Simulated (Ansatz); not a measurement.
MgS, response to strain

The parent structure is MgS in the rock salt structure (space group Fm-3m, No. 225; a = 5.182 Å). Axes: x, y, z lie along the cube axes.

Strains are applied to the cell and any free atomic positions relax; under biaxial strain the out-of-plane vector relaxes too.

All numbers come from PBEsol/PAW in Ansatz (a quantum-chemistry and plane-wave program), without spin-orbit coupling.

Candidates:
(a) biaxial strain +2.50 %, plane normal [001], relaxed out of plane
(b) biaxial strain −2.00 %, plane normal [001], relaxed out of plane
(c) biaxial strain −0.50 %, plane normal [001], relaxed out of plane

Notes on the quantities. energy relative to the base: free energy F.

Q: Order them by energy relative to the base, highest first.

A: (a) biaxial strain +2.50 %, plane normal [001], relaxed out of plane (+11 meV/atom), (b) biaxial strain −2.00 %, plane normal [001], relaxed out of plane (+8.1 meV/atom), (c) biaxial strain −0.50 %, plane normal [001], relaxed out of plane (+0.5 meV/atom)

Whether these cells are dynamically stable was not tested.
